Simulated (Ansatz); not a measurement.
This Ansatz (an electronic-structure program) input is the reference run, a 24-atom supercell of SnO in the litharge type structure (space group P4/nmm, No. 129; layered, stacked along the Cartesian z axis) at its relaxed geometry, computed with PBEsol-D3(BJ) (Ansatz; PAW; 420 eV plane waves; without spin-orbit coupling), earlier PAW set:

Ansatz 0.2 input:
```yaml
crystal:
  lattice:
    - [3.768987434, -3.768987434, -4.5601904786]
    - [3.768987434, 7.537974868, 0]
    - [3.768987434, -3.768987434, 4.5601904786]
  atoms:
    - { symbol: Sn, position: [0.0399584854, 0.1666666667, 0.293374848] }
    - { symbol: Sn, position: [0.5399584854, 0.1666666667, 0.793374848] }
    - { symbol: Sn, position: [0.3732918187, 0.5, 0.6267081813] }
    - { symbol: Sn, position: [0.206625152, 0.8333333333, 0.4600415146] }
    - { symbol: Sn, position: [0.8732918187, 0.5, 0.1267081813] }
    - { symbol: Sn, position: [0.706625152, 0.8333333333, 0.9600415146] }
    - { symbol: Sn, position: [0.543374848, 0.1666666667, 0.2899584854] }
    - { symbol: Sn, position: [0.043374848, 0.1666666667, 0.7899584854] }
    - { symbol: Sn, position: [0.8767081813, 0.5, 0.6232918187] }
    - { symbol: Sn, position: [0.7100415146, 0.8333333333, 0.456625152] }
    - { symbol: Sn, position: [0.3767081813, 0.5, 0.1232918187] }
    - { symbol: Sn, position: [0.2100415146, 0.8333333333, 0.956625152] }
    - { symbol: O, position: [0, 0, 0] }
    - { symbol: O, position: [0.5, 0, 0.5] }
    - { symbol: O, position: [0.3333333333, 0.3333333333, 0.3333333333] }
    - { symbol: O, position: [0.1666666667, 0.6666666667, 0.1666666667] }
    - { symbol: O, position: [0.8333333333, 0.3333333333, 0.8333333333] }
    - { symbol: O, position: [0.6666666667, 0.6666666667, 0.6666666667] }
    - { symbol: O, position: [0.0833333333, 0.3333333333, 0.0833333333] }
    - { symbol: O, position: [0.5833333333, 0.3333333333, 0.5833333333] }
    - { symbol: O, position: [0.4166666667, 0.6666666667, 0.4166666667] }
    - { symbol: O, position: [0.25, 0, 0.25] }
    - { symbol: O, position: [0.9166666667, 0.6666666667, 0.9166666667] }
    - { symbol: O, position: [0.75, 0, 0.75] }
basis: { ecutwfc: 420, ecutrho_ratio: 4, xc_grid: 2, fft_grid_basis: typed }
kpoints: { mp_grid: { grid: [5, 5, 5] } }
hamiltonian:
  xc: pbesol
  dispersion: d3bj
  pseudopotentials: { azcp: { folder: ./paw }, kind: paw }
scf: { occupations: { method: fermi_dirac, width: 0.05 }, convergence: { dr2_threshold: 0.0000000024 } }
output: { forces: true, stress: true }
checkpoint: { write: state.ck, write_every: 1000 }
```

**Question.** Write the input for this change: one Sn atom is replaced by Te, atoms relaxed at fixed cell, starting from a slightly rattled geometry.

**Answer.** 
Ansatz 0.2 input:
```yaml
crystal:
  lattice:
    - [3.768987434, -3.768987434, -4.5601904786]
    - [3.768987434, 7.537974868, 0]
    - [3.768987434, -3.768987434, 4.5601904786]
  atoms:
    - { symbol: Te, position: [0.0360073851, 0.1624431195, 0.2943429378] }
    - { symbol: Sn, position: [0.5351446834, 0.1652416731, 0.7966637562] }
    - { symbol: Sn, position: [0.3772088382, 0.5050925728, 0.6278033918] }
    - { symbol: Sn, position: [0.2067918561, 0.8314925623, 0.4676145753] }
    - { symbol: Sn, position: [0.8789306963, 0.5024236753, 0.129088815] }
    - { symbol: Sn, position: [0.7073855077, 0.8378348188, 0.9604292393] }
    - { symbol: Sn, position: [0.544987767, 0.1649533658, 0.2884919904] }
    - { symbol: Sn, position: [0.0398573448, 0.1689766115, 0.7949786431] }
    - { symbol: Sn, position: [0.8754874838, 0.4989326605, 0.6225789544] }
    - { symbol: Sn, position: [0.7155529307, 0.8328334095, 0.4586186818] }
    - { symbol: Sn, position: [0.3750853865, 0.5040451982, 0.1226203144] }
    - { symbol: Sn, position: [0.2093339557, 0.8297865842, 0.9559735005] }
    - { symbol: O, position: [0.0013038164, 0.0018131161, 0.0008136361] }
    - { symbol: O, position: [0.5034149666, -0.0018905581, 0.4951273173] }
    - { symbol: O, position: [0.3336626079, 0.3334378643, 0.3345749143] }
    - { symbol: O, position: [0.1665544793, 0.6666964784, 0.1660733691] }
    - { symbol: O, position: [0.8363921077, 0.3314424622, 0.8299505674] }
    - { symbol: O, position: [0.6635511721, 0.667127859, 0.671537145] }
    - { symbol: O, position: [0.0837203299, 0.333810036, 0.0852959712] }
    - { symbol: O, position: [0.5824278314, 0.3307117517, 0.583044039] }
    - { symbol: O, position: [0.4237963064, 0.6686543842, 0.4168382702] }
    - { symbol: O, position: [0.2544542348, 0.0014332582, 0.2524527456] }
    - { symbol: O, position: [0.9157080613, 0.6682910943, 0.9175021642] }
    - { symbol: O, position: [0.7479597209, -0.0040450204, 0.745500159] }
basis: { ecutwfc: 420, ecutrho_ratio: 4, xc_grid: 2, fft_grid_basis: typed }
kpoints: { mp_grid: { grid: [5, 5, 5] } }
hamiltonian:
  xc: pbesol
  dispersion: d3bj
  pseudopotentials: { azcp: { folder: ./paw }, kind: paw }
scf: { occupations: { method: fermi_dirac, width: 0.05 }, convergence: { dr2_threshold: 0.0000000024 } }
relax: { f_tol: 0.02, max_steps: 45 }
output: { forces: true, stress: true }
checkpoint: { write: state.ck, write_every: 1000 }
```
This is the input that was run; other choices of cell and start would serve too.

The cell is small, so the values are those of an ordered compound at a high defect concentration; dilute-limit values will differ. The final runs are not spin-polarised. The defect cell is not spin-polarised.
